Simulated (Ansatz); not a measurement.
Reference: ZnAl2Te4 (I-4), PBEsol, rigid bands (plane waves, PAW, scalar-relativistic; Ansatz, a first-principles code); axes and stresses refer to this cell.

```
CELL_PARAMETERS angstrom
     -2.98118     2.98118     5.88727
      2.98118    -2.98118     5.88727
      2.98118     2.98118    -5.88727
ATOMIC_POSITIONS crystal
  Al 0.25000 0.75000 0.50000
  Al 0.50000 0.50000 0.00000
  Zn 0.00000 0.00000 0.00000
  Te 0.63235 0.13402 0.03481
  Te 0.86598 0.90079 0.49833
  Te 0.09921 0.59754 0.96519
  Te 0.40246 0.36765 0.50167
```

Seebeck coefficient, p-type 1e19 cm⁻³: 385 μV/K
hole conductivity mass: 0.58 mₑ
Seebeck coefficient, n-type 1e19 cm⁻³: -208 μV/K

**Question.** Change: functional r2SCAN on the same cell. What happens to Seebeck coefficient, p-type 1e19 cm⁻³, hole conductivity mass, Seebeck coefficient, n-type 1e19 cm⁻³?

**Answer.** Seebeck coefficient, p-type 1e19 cm⁻³ moves little, to 389 μV/K; hole conductivity mass increases to 0.60 mₑ; Seebeck coefficient, n-type 1e19 cm⁻³ falls in size to -181 μV/K.

Masses are for dilute carriers at 300 K, harmonic means over directions unless an axis is named. Seebeck coefficients are for the stated density at 300 K, with one relaxation time for all states and whether or not that doping can be reached. Spin-orbit coupling is left out unless a row names it; without it the gap and masses of crystals with these elements can be far off. 

Formula and space group known from diffraction (Crystallography Open Database), not checked to be the room-temperature form: ZnAl2Te4 (I-4).
